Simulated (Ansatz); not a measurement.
Consider VN in the zinc blende structure (space group F-43m, No. 216; a = 4.385 Å; a model cell, its experimental status unchecked; relaxed with 0.1 eV smearing). Axes: x, y, z lie along the cube axes.

All numbers come from PBEsol in Ansatz (plane waves to 420 eV, PAW, no SOC).

Before the change:

```
Quantity  Result
--------  ------
Band gap    zero
```

The change: a pure shear with ε_yz = ε_zy = -0.0141, atoms relaxed at fixed cell.

**Question.** How does this affect the largest internal atomic displacement, energy relative to the base, band gap and stress?

**Answer.** The largest internal atomic displacement is 0.016 Å; the energy increases by 1.1 meV/atom; the band gap is still zero; the stress (xx, yy, zz, yz, xz, xy; compression positive) is (-0.2, 0.0, 0.0, 1.2, 0.0, 0.0) GPa.

The cells carry an imposed strain or load. Stability against distortions was not tested. Seeded moments were not kept for the base. The final runs are not spin-polarised.

Ansatz is an electronic-structure program.
